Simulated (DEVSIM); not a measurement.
**illuminated Si n-on-p cell, one wavelength**

System: illuminated Si n-on-p cell, one wavelength, at 300 K.

| layer (left to right) | material | thickness (μm) | Nd (cm⁻³) | Na (cm⁻³) | τn (s) | τp (s) | absorption coefficient (cm⁻¹) |
|---|---|---|---|---|---|---|---|
| 1 | Si | 0.740 | 5.6e17 | - | 0.0002 | 2.1e-5 | 510 |
| 2 | Si | 31.0 | - | 1.8e15 | 0.0005 | 0.0005 | 510 |

Left contact: ohmic, minority hole recombination velocity 4e5 cm/s. Right contact: ohmic, minority electron recombination velocity 4e6 cm/s. Voltage is applied to the left contact. Recombination: SRH at mid-gap, radiative, Auger. Gap narrowing is on: ΔEg = 6.92 meV × (l + √(l² + 0.5)), l = ln(N/1.3e17 cm⁻³), shared equally by both band edges. Light enters at the left, 5.6e17 photons cm⁻² s⁻¹, one pass, no reflection. Mobility is μmin + (μ − μmin)/(1 + (N/Nref)^α).

Constants are typed, rounded textbook-type inputs, not results; the design itself was drawn at random and stands for no fabricated device. Values at 300 K.

```csv
parameter,Si
gap (eV),1.124
affinity (eV),4.05
permittivity,11.7
Nc (cm⁻³),2.86e19
Nv (cm⁻³),3.1e19
μn (cm²/Vs),1417
μp (cm²/Vs),470
"μn,min",52
"μp,min",45
"Nref,n",9.7e16
"Nref,p",2.2e17
αn,0.68
αp,0.72
B (cm³/s),4.7e-15
Cn (cm⁶/s),2.8e-31
Cp (cm⁶/s),9.9e-32
```

Model (solved in DEVSIM): 1D drift-diffusion, Boltzmann statistics, complete ionisation; no tunnelling, impact ionisation, image-force lowering or self-heating.

```yaml
potential_step_across_the_device_at_zero_bias: 0.759 V
largest_field_in_the_device_at_zero_bias: 39000 V/cm
Dark forward voltage at 1 A/cm²: 0.594 V
Dark forward voltage at 100 A/cm²: 0.807 V
short_circuit_current: 46.1 mA/cm²
open_circuit_voltage: 0.510 V
fill_factor: 0.80
largest_power: 18.8 mW/cm²
share_of_generated_pairs_collected_at_short_circuit: 0.641
```

Small-signal capacitance in reverse bias (quasi-static):

| V (V) | C (nF/cm²) |
|---|---|
| 0.04 | 14.6 |
| 0.1 | 14.0 |
| 0.2 | 13.1 |
| 0.3 | 12.4 |
| 0.4 | 11.8 |
| 0.6 | 10.8 |
| 0.8 | 10.0 |
| 1 | 9.41 |
| 1.3 | 8.66 |
| 1.6 | 8.07 |
| 2 | 7.44 |

Current under light (generator sign):

```json
[
 {"V (V)": "0.00", "J (mA/cm²)": "46.1"},
 {"V (V)": "0.06", "J (mA/cm²)": "46.1"},
 {"V (V)": "0.14", "J (mA/cm²)": "46.0"},
 {"V (V)": "0.20", "J (mA/cm²)": "46.0"},
 {"V (V)": "0.28", "J (mA/cm²)": "45.9"},
 {"V (V)": "0.36", "J (mA/cm²)": "45.7"},
 {"V (V)": "0.38", "J (mA/cm²)": "45.5"},
 {"V (V)": "0.40", "J (mA/cm²)": "45.1"},
 {"V (V)": "0.42", "J (mA/cm²)": "44.3"},
 {"V (V)": "0.44", "J (mA/cm²)": "42.6"},
 {"V (V)": "0.46", "J (mA/cm²)": "39.0"},
 {"V (V)": "0.48", "J (mA/cm²)": "31.2"},
 {"V (V)": "0.50", "J (mA/cm²)": "14.4"},
 {"V (V)": "0.52", "J (mA/cm²)": "-21.7"}
]
```
